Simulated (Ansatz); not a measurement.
Structure of amorphous Ga24O37K2 (periodic cell):

```xyz
63
Lattice="9.9832 -0.2334 -0.1448 -0.2334 9.7761 0.1068 -0.1448 0.1068 8.6612" Properties=species:S:1:pos:R:3 pbc="T T T"
Ga     5.1320     8.9746     4.8077
Ga     2.8110     6.7009     5.7956
Ga     7.4628     0.4704     3.1730
Ga     1.8446     0.1241     2.0075
Ga     5.1295     0.3334     1.4148
Ga     4.0014     7.4263     2.7152
Ga     7.7978     8.3798     5.8505
Ga     6.0006     5.3973     6.4355
Ga     4.7887     3.7933     1.9897
Ga     0.6100     7.8788     7.3574
Ga     4.2410     7.5155     8.2621
Ga     0.5354     1.2026     7.8278
Ga    -0.0223     1.2080     4.3929
Ga     3.0515     2.7565     8.5517
Ga     3.4044     0.2013     6.8300
Ga     0.8651     3.8253     6.1537
Ga     9.4169     5.6074     4.7064
Ga     8.4187     5.5921     7.4662
Ga     6.7243     6.4302     2.2802
Ga     1.9212     5.2693     0.1690
Ga     2.1045     4.8730     3.4092
Ga     8.3525     9.0290     0.5060
Ga     9.7195     6.7004     1.6360
Ga     3.9096     3.4428     5.3303
O      3.5342     2.0915     6.7263
O      2.3960     6.9585     7.8754
O      3.5673     4.3578     0.6336
O      6.3315     4.6268     2.4048
O      1.3931     9.5575     7.2795
O      3.4290     8.7407     5.5456
O      2.9861     6.4762     3.9026
O      8.5312     1.9073     3.5112
O      2.0177     1.3361     0.5490
O      5.6733     7.5223     3.6327
O      7.0406    -0.0503     1.3951
O      0.2192     8.7367     1.5273
O      0.7964     6.9948     5.6913
O      6.8691     4.8365     7.9930
O      8.5151     9.1617     4.3080
O      5.6373     3.9058     5.4842
O      1.2889     3.7410     8.0282
O      4.7745     2.1275     1.0082
O      2.6280     4.6968     5.8882
O      0.3449     2.0003     6.0985
O      0.5697     4.3501     4.2586
O      8.8762     8.5107     7.3571
O      9.0824     0.9907    -0.0863
O      4.3062     9.3872     8.3400
O      7.8748     7.1990     0.9651
O      5.6044     0.6073     3.4572
O      1.3190     5.6969     1.8990
O      8.6754     6.1255     3.1080
O     -0.0759     6.4131     8.5231
O      4.6672     6.6490     6.6529
O      4.9063     6.7685     1.2336
O      7.6400     6.4825     5.8712
O      1.5555     0.9347     3.5868
O      3.5020     3.5887     3.4408
O      9.1495     4.4282     6.1876
O      3.3409     9.0811     2.1731
O      6.3004     9.3625     6.1472
K      7.3421     2.1886     6.5091
K      8.5578     3.3131     1.4451
```

Method: PBE, scalar-relativistic without spin-orbit coupling (plane waves to 420 eV, PAW; Ansatz, a quantum-chemistry and plane-wave program).

It comes from a melt-quench run on a machine-learned potential (CHGNet), relaxed afterwards by DFT. O atoms were pushed apart under 1.9 Å during the dynamics, to hinder bonds among them. The hot cell started wider than the set density and was brought back towards it in steps. It is the lowest in DFT energy of 2 quenches. It is a model cell: composition and starting density were chosen by hand, and all elements were melted together. No dispersion term was used. Its density started from a set value of 4.79 and ended at 4.61 g/cm³. The simulated quench (nominally 220 K/ps over its main leg) is rapid and tends to freeze in more defects than a deposited or slowly cooled glass has. One small periodic cell is one sample of the glass; other quenches scatter about these values. Volume and shape were free in the relaxation.

Bonds are counted up to Ga-Ga 2.68 Å, Ga-O 2.36 Å, Ga-K 3.58 Å, O-O 1.58 Å, O-K 3.23 Å, K-K 4.47 Å. Two cations that share two anions don't count as bonded, nor two that share one unless they lie closer than Ga-Ga 2.61 Å, Ga-K 3.48 Å, K-K 4.34 Å.

Q: Give the coordination numbers, mean bond lengths and angles.

A: 
```
Quantity                                                                                                        Value
---------------------------------  ----------------------------------------------------------------------------------
Mean coordination of Ga by anions  4.46 (14 with 4, 9 with 5, 1 with 6); 1 close contacts or bonds to cations besides
Mean coordination of O                                                           3.16 (1 with 2, 29 with 3, 7 with 4)
Mean coordination of K by anions              5.00 (1 with 4, 1 with 6); 1 close contacts or bonds to cations besides
Mean Ga-O bond                                                                  1.932 Å (spread 0.093 Å, 107 counted)
Mean O-K bond                                                                    2.832 Å (spread 0.173 Å, 10 counted)
Bond angle at Ga                                                                            mean 107.5°, spread 22.1°
Bond angle at O                                                                             mean 113.1°, spread 16.3°
Bond angle at K                                                                             mean 100.6°, spread 35.6°
```

Q: List the pairs of like atoms that count as bonded by the rules above.

A: There are none by these rules.
